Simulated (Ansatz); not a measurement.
Consider MgS in the rock salt structure (space group Fm-3m, No. 225; a = 5.182 Å).

Modification: every lattice vector is stretched by 0.73 %; the atoms relax in the strained cell.

Levels (all Ansatz, a first-principles code, PAW): PBEsol (420 eV, no spin-orbit coupling); PBEsol+SOC (420 eV, spin-orbit coupling included).

The geometry is relaxed with PBEsol.

| Property | Value |
|---|---|
| PBEsol electron mass | 0.53 mₑ along k, 0.29 mₑ across (at X) |
| PBEsol valence-band top at Γ | 0.00, 0.00, 0.00 eV |
| PBEsol smallest direct gap | 3.52 eV |
| PBEsol lowest conduction level above the VBM at special points | X 2.68 eV; Γ 3.52 eV; U 3.80 eV; K 3.80 eV |

### Question
How does going to PBEsol+SOC change the electron mass, valence-band top at Γ, smallest direct gap and lowest conduction level above the VBM at special points?

### Answer
The electron mass is still 0.53 mₑ along k, 0.29 mₑ across (at X); the valence-band top at Γ (three highest Kramers pairs, from the VBM) goes from 0.00, 0.00, 0.00 eV to 0.00, 0.00, -0.09 eV; the smallest direct gap drops by 0.03 eV, from 3.52 eV to 3.49 eV; the lowest conduction level above the VBM at special points becomes X 2.65 eV; Γ 3.49 eV; U 3.77 eV; K 3.77 eV (PBEsol: X 2.68 eV; Γ 3.52 eV; U 3.80 eV; K 3.80 eV). The threefold valence maximum splits by Δso ≈ 0.09 eV.

Single points use the geometry relaxed with PBEsol. The spin-orbit shifts are approximate. Masses are band curvatures over ±0.01 Å⁻¹ around the edge. Along k means along the line from Γ to the band edge. No phonon test of stability was made.
